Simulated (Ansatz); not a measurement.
Consider InP in the zinc blende structure (space group F-43m, No. 216; a = 5.907 Å).

Level of theory: plane-wave PAW DFT at the r2SCAN level (Ansatz, an electronic-structure program, 500 eV), spin-orbit coupling left out.

For the base:

The band gap comes out as 1.03 eV and the electron mass comes out as 0.074 mₑ (at Γ). The volume per atom comes out as 25.76 Å³.

One thing is altered: cell and atoms relaxed at a pressure of 2.1 GPa.

Task: Predict the new band gap, electron mass and volume per atom.

Result: The band gap goes up by 0.17 eV, from 1.03 eV to 1.20 eV; the electron mass changes from 0.074 mₑ (at Γ) to 0.083 mₑ (at Γ); the volume per atom drops by 0.726 Å³, from 25.76 Å³ to 25.04 Å³.

Load acts through the strain it causes; cell and atoms are relaxed under it. Effective masses come from finite differences of ±0.01 Å⁻¹. Stability against distortions was not tested. Tetrahedral semiconductors of this kind turn to denser phases somewhere between about 1 and 50 GPa; those were not computed, so compressed cells here can lie past the real transition.
